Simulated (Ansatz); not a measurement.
Start from WSe₂ (space group Fm-3m, No. 225; a = 6.262 Å; ferromagnetic; a hypothetical phase, not in the database extracts checked). Axes: x, y, z lie along the cube axes.

Computed with plane-wave PAW DFT at the r2SCAN level (Ansatz, a first-principles code, 500 eV), no SOC.

Base values:

The shortest interatomic distance comes out as 271.2 pm and the magnetic state comes out as ferromagnetic.

One thing is altered: uniaxial stress, 8 GPa tension along z, with the cell and atoms free to relax against it.

Question: What happens to the energy relative to the base, shortest interatomic distance and magnetic state?

Answer: The energy grows by 20 meV/atom; the shortest interatomic distance grows by 2.3 pm (271.2 pm → 273.5 pm); the magnetic state is still ferromagnetic.

Other magnetic orders, which the real material may have, were not ruled out. Without a gap, meshes like the base's 13×13×13 leave anisotropic stresses uncertain by several tenths of a GPa, and small strain energies with them. Load acts through the strain it causes; cell and atoms are relaxed under it. Stability under load was not tested beyond the relaxation.
